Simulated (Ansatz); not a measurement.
The parent structure is Al$_{2}$O$_{3}$ in the corundum structure (space group R-3c, No. 167).

```
CELL_PARAMETERS angstrom
      2.36460     1.36520     4.29721
     -2.36460     1.36520     4.29721
      0.00000    -2.73040     4.29721
ATOMIC_POSITIONS crystal
  Al 0.64798 0.64798 0.64798
  Al 0.14798 0.14798 0.14798
  Al 0.35202 0.35202 0.35202
  Al 0.85202 0.85202 0.85202
  O  0.75000 0.44414 0.05586
  O  0.05586 0.75000 0.44414
  O  0.25000 0.55586 0.94414
  O  0.55586 0.94414 0.25000
  O  0.94414 0.25000 0.55586
  O  0.44414 0.05586 0.75000
```

Cartesian axes are those of the cell as printed.

Calculations: DFT with LDA, PAW potentials and a 420 eV plane-wave cutoff in Ansatz (a quantum-chemistry and plane-wave program), no spin-orbit coupling.

For the base:

The band gap is 6.43 eV and the valence-band top at Γ is 0.00, -0.04, -0.04 eV.

Now apply this change: a pure shear with ε_xz = ε_zx = 0.0160, atoms relaxed at fixed cell.

Predict the new energy relative to the base.

The energy goes up by 4.1 meV/atom.

What happens to the band gap?

The band gap decreases by 0.02 eV, from 6.43 eV to 6.41 eV.

What does the calculation give for the stress after the change?

The stress (xx, yy, zz, yz, xz, xy; compression positive) amounts to (0.31, 0.14, 0.31, -0.04, -4.87, -0.60) GPa.

What happens to the valence-band top at Γ?

The valence-band top at Γ (three highest levels, from the VBM) changes from 0.00, -0.04, -0.04 eV to 0.00, -0.05, -0.06 eV.

The cells carry an imposed strain or load. No phonon test of stability was made.
